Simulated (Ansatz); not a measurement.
The starting structures come from a database of crystals and need not be the phases stable at ambient conditions.

Inside the gap of an insulator the Bloch states are evanescent, with a wavenumber k + iκ along the transport direction.

Here is the system:

```
CELL_PARAMETERS angstrom
      4.04834     0.00000     0.00000
      0.00000    10.58962     0.00000
      0.00000     5.29481     3.27207
ATOMIC_POSITIONS crystal
  K  0.00000 0.00000 0.00000
  Sc 0.50000 0.69342 0.00000
  Sc 0.50000 0.30658 0.00000
  F  0.00000 0.70320 0.00000
  F  0.00000 0.29680 0.00000
  F  0.50000 0.66677 0.37852
  F  0.50000 0.33323 0.62148
  F  0.50000 0.95471 0.37852
  F  0.50000 0.04529 0.62148
  F  0.50000 0.50000 0.00000
```

Space group of this cell: Cmmm. The cell is taken as given; by PBEsol its mean pressure is -1.2 GPa.

Transport runs along the normal of the first two printed cell vectors.

The gap is the functional's own, uncorrected, and κ follows it; spin-orbit coupling is left out. Mid-gap values are interpolated between the computed energies.

### Question
State the band gap and the smallest decay constant κ at mid-gap according to PBEsol (Ansatz, a program for electronic structure).

### Answer
Gap 5.84 eV on a 8×10×10 mesh; κ = 0.510 1/Å, at the zone centre.
